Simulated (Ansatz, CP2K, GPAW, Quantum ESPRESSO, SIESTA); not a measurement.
## Te2Au (P1, 3 atoms in the cell) computed with different codes at matched settings

Self-consistent single point, at a second geometry (atoms moved at random). First geometry:

```xyz
3
Lattice="3.6221 -2.1046 0.0000 3.6221 2.1046 0.0000 -0.0108 0.0000 5.1945" Properties=species:S:1:pos:R:3 pbc="T T T"
Te     2.3054     0.0000     1.5018
Te     4.9280     0.0000     3.6927
Au     0.0000     0.0000     0.0000
```

Second geometry:
```
Te2Au
1.0
    3.62209    -2.10455     0.00000
    3.62209     2.10455     0.00000
   -0.01077     0.00000     5.19449
Te Au
2 1
Direct
  0.32333   0.30789   0.28522
  0.67903   0.67185   0.71294
  0.99763   0.02026   0.00183
```

Shared settings, as Ansatz (a first-principles code) writes them: kpoints.mp_grid.grid = 7 7 5; scf.occupations.method = gaussian; scf.occupations.width = 0.1 eV. Potentials and cutoffs stand in the table.

| code | model | ΔF from the first geometry (meV/atom) | pressure (GPa) | largest force (eV/Å) | cutoff |
|---|---|---|---|---|---|
| Ansatz | PBEsol, PAW files made with PBE | 15.9 | -2.13 | 0.842 | default |
| CP2K | PBEsol, GPW, DZVP-MOLOPT-SR-GTH basis, GTH-PBE potentials (GTH_POTENTIALS) | 21.5 | 1.60 | 1.050 | grid 500 Ry |
| GPAW | PBEsol, GPAW PAW datasets PBEsol (made by gpaw-setup) | 16.4 | -2.27 | 0.849 | 600 eV |
| Quantum ESPRESSO | PBEsol, GBRV 1.5 ultrasoft (PBESOL) pseudopotentials | 17.9 | -1.81 | 0.916 | 40 Ry |
| SIESTA | GGA PBEsol, numerical atomic orbitals DZP, PseudoDojo PBEsol standard norm-conserving potentials (rewritten from UPF to PSML) | 18.4 | -1.78 | 1.015 | grid 300 Ry |

Size of the force on each atom (eV/Å): Sizes of forces hide their directions.

```json
[
 {"code": "Ansatz", "Te1": "0.520", "Te2": "0.351", "Au3": "0.842"},
 {"code": "CP2K", "Te1": "0.889", "Te2": "0.406", "Au3": "1.050"},
 {"code": "GPAW", "Te1": "0.543", "Te2": "0.353", "Au3": "0.849"},
 {"code": "Quantum ESPRESSO", "Te1": "0.638", "Te2": "0.359", "Au3": "0.916"},
 {"code": "SIESTA", "Te1": "0.768", "Te2": "0.308", "Au3": "1.015"}
]
```

On Ansatz's run: spin-orbit coupling is off.

The spread over the programs that give each value: ΔF from the first geometry within 5.6 meV/atom; pressure within 3.87 GPa; largest force within 0.208 eV/Å.

CP2K and SIESTA use small atom-centred bases, whose incompleteness enters pressures, forces and empty levels differently from a plane-wave cutoff. Ansatz's pressure is given at a fixed set of plane waves, as the other plane-wave codes print theirs; with its correction for the finite basis it is -2.09 GPa. In the pressure, CP2K (by 3.73) lies more than 1 GPa from the median of the plane-wave programs. In the force vectors, CP2K (by 0.359), Quantum ESPRESSO (by 0.098) and SIESTA (by 0.232) lie more than 0.08 eV/Å from the median of the plane-wave programs.

The starting cell comes from a database of computed structures (which also holds hypothetical and non-ambient phases and stackings), without a prior relaxation at this level. For this run, on top of that: atoms moved at random.

Left out of this page: Elk (not drawn, or without a comparable value).

Keys are those of Ansatz 0.2.
